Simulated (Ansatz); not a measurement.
**TaTe (model structure, Fm-3m, No. 225, 2 atoms in the cell): properties by level of theory**

| level (code) | equilibrium lattice constant a (Å) | cohesive energy (eV/atom) |
|---|---|---|
| LDA (Ansatz) | [?] | [?] |
| PBE (Ansatz) | 5.699 | 4.47 |
| PBEsol (Ansatz) | 5.623 | 5.13 |
| PBE-D3(BJ) (Ansatz) | 5.628 | [?] |
| r²SCAN (Ansatz) | 5.669 | 4.29 |
| r²SCAN+rVV10 (Ansatz) | [?] | 4.62 |

What belongs in the gaps?


- LDA (Ansatz, a quantum-chemistry and plane-wave program), equilibrium lattice constant a (Å): 5.583
- LDA (Ansatz), cohesive energy (eV/atom): 5.69
- PBE-D3(BJ) (Ansatz), cohesive energy (eV/atom): 5.06
- r²SCAN+rVV10 (Ansatz), equilibrium lattice constant a (Å): 5.647

Ansatz's density-functional and Hartree–Fock values are scalar-relativistic unless marked +SOC, with PAW data made under PBE.

Free atoms are spin-polarised, in the lowest state found; at levels without +SOC their spin–orbit coupling is left out.

The computed numbers hold no vibrational or temperature effects.

A model structure was made by putting elements into a prototype or built by hand; it is no filed structure, need not be a known phase, and can be a saddle point held by its symmetry.
